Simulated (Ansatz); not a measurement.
**One base run on RbBi3 (P6_3/mmc, 8 atoms in the cell) and variants with one or two settings moved**

```xyz
8
Lattice="5.8187 0.0000 0.0000 -2.9094 5.0392 0.0000 0.0000 0.0000 10.3259" Properties=species:S:1:pos:R:3 pbc="T T T"
Rb     2.9094     1.6797     7.7444
Rb     0.0000     3.3594     2.5815
Bi     2.9094     1.6797     1.0003
Bi     0.0000     3.3594     9.3256
Bi     0.0000     3.3594     6.1632
Bi     2.9094     1.6797     4.1627
Bi     0.0000     0.0000     7.7444
Bi     0.0000     0.0000     2.5815
```

Base run A: PBEsol, PAW files made with PBE (Ansatz, an electronic-structure program), self-consistent single point.

Its settings: basis.ecutwfc = 420 eV; kpoints.mp_grid.grid = 6 6 3; hamiltonian.xc = pbesol; hamiltonian.pseudopotentials = {kind: paw} (the program's default PAW files); scf.occupations.method = fermi_dirac; scf.occupations.width = 0.1 eV.

The starting cell comes from a database of computed structures (which also holds hypothetical and non-ambient phases and stackings), without a prior relaxation at this level. Ansatz's pressure includes its estimate of the finite-basis (Pulay) stress.

ΔF is the free energy per atom less that of run A. A dash stands where there is no value to compare (another energy zero or no entropy term, no result, no spin, no clean gap, or a mesh too coarse for one). Absolute energies have different zeros for different potentials, functionals, Hubbard and dispersion terms and are not compared across them.

Runs:
- B: hamiltonian.xc: pbesol → lda [LDA (PW92)]
- C: crystal.symmetry.detect: default → false
- D: scf.convergence.dr2_threshold: default (1e-07 eV) → 0.1 eV
- E: 1 x 2 x 1 supercell, mesh divided to match; kpoints.mp_grid.grid: 6 6 3 → 6 3 3
- F: scf.occupations.method: fermi_dirac → methfessel_paxton
- G: kpoints.mp_grid.grid: 6 6 3 → 4 4 2
- H: scf.mixing.algorithm: default (the program chose MSR1) → msr1
- I: scf.mixing.algorithm: default (the program chose MSR1) → anderson; scf.mixing.beta: default → 0.7

```
run  ΔF (meV/atom)  pressure (GPa)  largest force (eV/Å)  k-points  valence electrons
---  -------------  --------------  --------------------  --------  -----------------
A             0.00           -1.70                 0.169        14                108
B                –           -2.76                 0.245        14                108
C             0.00           -1.70                 0.169        56                108
D             0.35           -1.67                 0.163        14                108
E             0.00           -1.70                 0.169        16                216
F             17.8           -1.77                 0.132        14                108
G            -13.4           -1.84                 0.197         8                108
H             0.00           -1.70                 0.169        14                108
I             0.00           -1.70                 0.169        14                108
```

Run D against A: The free energy hardly moves (within 1 meV/atom), the pressure moves little (-1.70 to -1.67 GPa) and the largest force goes from 0.169 to 0.163 eV/Å.

Run G against A: The free energy goes down by 13.4 meV/atom, the pressure goes from -1.70 to -1.84 GPa and the largest force goes from 0.169 to 0.197 eV/Å.

Keys are those of Ansatz 0.2.
